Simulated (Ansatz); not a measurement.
Base system: BaS in the rock salt structure (space group Fm-3m, No. 225).

```xyz
2
Lattice="0.0000 3.1657 3.1657 3.1657 0.0000 3.1657 3.1657 3.1657 0.0000" Properties=species:S:1:pos:R:3 pbc="T T T"
Ba     0.0000     0.0000     0.0000
S      3.1657     3.1657     3.1657
```

Cartesian axes are those of the cell as printed.

Method: plane-wave PAW DFT at the PBEsol level (Ansatz, a program for electronic structure, 420 eV), no spin-orbit coupling.

For the base:

| Item | Value |
|---|---|
| Pressure | 0.01 GPa |
| Valley order | X along ⟨100⟩ 2.04 eV |
| Shortest interatomic distance | 3.166 Å |

The change: biaxial strain +0.50 %, plane normal [001], relaxed out of plane (Cartesian); in-plane vectors clamped, the third vector and the atoms free.

Problem. What happens to the out-of-plane strain?

Solution. The out-of-plane strain amounts to -0.16 %.

Problem. What happens to the pressure?

Solution. The pressure (mean of the normal stresses, compression positive) shrinks by 0.38 GPa, from 0.01 GPa to -0.37 GPa.

Problem. How does this affect the valley order?

Solution. The valley order (the lowest conduction-band minima on the path, energy above the VBM, named in the base's zone) changes from X along ⟨100⟩ 2.04 eV to X along [001] 2.03 eV; X along [100] 2.04 eV.

Problem. Estimate the effect on the shortest interatomic distance.

Solution. The shortest interatomic distance falls by 0.005 Å, from 3.166 Å to 3.161 Å.

The levels and masses belong to the bands next to the band gap. Whether these cells are dynamically stable was not tested.
